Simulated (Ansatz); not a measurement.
The reference is BaTiO3 (space group R3m, No. 160; a = 5.635 Å, c = 6.925 Å (hexagonal axes)).

Calculations: Ansatz (a program for electronic structure) PBEsol, no SOC.

Base values:

The gap between the host's bands is 2.32 eV and the gap character is indirect, T → Γ.

The change: 0.127 holes added to each cell, a density of 2.0×10^21 cm⁻³, with a uniform compensating background at fixed cell and a 300 K Fermi–Dirac width.

How does this affect the Fermi level from band edge, gap between the host's bands and gap character?

The Fermi level relative to the doped band's edge (positive inside the band; to 0.05 eV) amounts to +0.10 eV; the gap between the host's bands hardly moves (2.32 eV against 2.31 eV); the gap character stays indirect, T → Γ.

Carriers are added with a uniform compensating background; total energy and stress of such cells depend on the potential's zero and are not compared; many-body gap narrowing is missing at this level. Whether these cells are dynamically stable was not tested. The final runs are not spin-polarised. This is not the structure that BaTiO3 has at room temperature and ambient pressure.
